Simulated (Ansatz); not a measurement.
**CoPdO2, pressure series**

Start from CoPdO$_{2}$ (space group R-3m, No. 166; a = 2.862 Å, c = 17.840 Å (hexagonal axes); non-magnetic).

Cell and atoms are relaxed at each pressure.

Level of theory: Ansatz (an electronic-structure program), PBE, PAW, cutoff 420 eV, scalar-relativistic without spin-orbit coupling, earlier PAW set.

Notes on the quantities. enthalpy: H = E + PV relative to the base's energy.

```csv
variant,enthalpy,shortest interatomic distance,c/a ratio
base,–,1.911 Å,6.233
pressure −2 GPa,-0.13 eV/atom,1.917 Å,6.218
pressure −1 GPa,-0.07 eV/atom,1.914 Å,6.225
pressure 0.3 GPa,+0.02 eV/atom,1.911 Å,6.235
pressure 0.7 GPa,+0.05 eV/atom,1.909 Å,6.238
pressure 1.5 GPa,+0.10 eV/atom,1.907 Å,6.244
pressure 3 GPa,+0.20 eV/atom,1.903 Å,6.255
pressure 5 GPa,+0.33 eV/atom,1.898 Å,6.269
pressure 7.5 GPa,+0.48 eV/atom,1.892 Å,6.286
pressure 10 GPa,+0.64 eV/atom,1.886 Å,6.303
```

Load acts through the strain it causes; cell and atoms are relaxed under it. Whether these cells are dynamically stable was not tested. Competing high-pressure phases were not computed. Starting moments died away, wholly or in part, for the base; another magnetic solution may exist. No Hubbard U is applied and the magnetic state is the run's own (CoPdO2 not spin-polarised; CoPdO2 non-magnetic); small cells can't hold the antiferromagnetic order that many such compounds have, so gaps and moments can be off. The final runs are not spin-polarised. An odd electron count without spin: CoPdO2.
